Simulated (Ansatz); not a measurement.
Start from GaSb in the zinc blende structure (space group F-43m, No. 216; a = 6.1335 Å). Axes: x, y, z lie along the cube axes.

The values are results of r2SCAN (Ansatz, a first-principles code, PAW, no spin-orbit coupling), earlier PAW set, not measurements.

Base values:

* **Valley order**: Γ 0.41 eV; L along ⟨111⟩ 0.68 eV; a point along ⟨100⟩, about 0.9 Å⁻¹ from Γ 1.10 eV
* **Pressure**: 0.0 kbar
* **Valence-band top at Γ**: 0.00, 0.00, 0.00 eV

Now apply this change: compressive biaxial strain of 3.10 % in the plane normal to [001], as in epitaxy on a mismatched substrate; the out-of-plane cell vector and the atoms relax.

### Question
What does the calculation give for the ratio −ε⊥/ε∥, valley order, energy relative to the base, pressure and valence-band top at Γ after the change?

### Answer
The ratio −ε⊥/ε∥ is 0.84; the valley order (the lowest conduction-band minima on the path, energy above the VBM, named in the base's zone) goes from Γ 0.41 eV; L along ⟨111⟩ 0.68 eV; a point along ⟨100⟩, about 0.9 Å⁻¹ from Γ 1.10 eV to Γ 0.54 eV; L along [111] 0.59 eV; a point along [010], about 0.8 Å⁻¹ from Γ 0.76 eV; a point along [001], about 0.9 Å⁻¹ from Γ 1.27 eV; the energy rises by 17 meV/atom; the pressure (mean of the normal stresses, compression positive) goes from zero to 21.3 kbar; the valence-band top at Γ (three highest levels, from the VBM) changes from 0.00, 0.00, 0.00 eV to 0.00, 0.00, -0.39 eV.

Spin-orbit coupling, missing from the scalar runs, can matter with Sb. The levels and masses belong to the bands next to the band gap. No phonon test of stability was made.
